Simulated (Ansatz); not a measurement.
**Zr in the hcp (Mg type) structure (space group P6_3/mmc, No. 194)**

```cif
data_Zr2
_chemical_formula_sum 'Zr2'
_space_group_name_H-M_alt 'P63/mmc'
_space_group_IT_number 194
_space_group_name_Hall '-P 6c 2c'
_cell_length_a 3.23126
_cell_length_b 3.23126
_cell_length_c 5.17316
_cell_angle_alpha 90.000
_cell_angle_beta 90.000
_cell_angle_gamma 120.000
loop_
_atom_site_label
_atom_site_type_symbol
_atom_site_symmetry_multiplicity
_atom_site_Wyckoff_symbol
_atom_site_fract_x
_atom_site_fract_y
_atom_site_fract_z
_atom_site_occupancy
Zr1 Zr 2 d 0.66667 0.33333 0.25000 1
```

Method: PBE (Ansatz, a first-principles code, PAW, no spin-orbit coupling). k-mesh 17×17×9 (Γ-centred); smearing 0.05 eV (Fermi–Dirac).

Volume per atom: 23.39 Å³
Density: 6.48 g/cm³
Band gap: zero
Total energy: -4183.836 eV/atom (σ→0; compares only within this code and set-up)

Stability against distortions was not tested. The final runs are not spin-polarised.
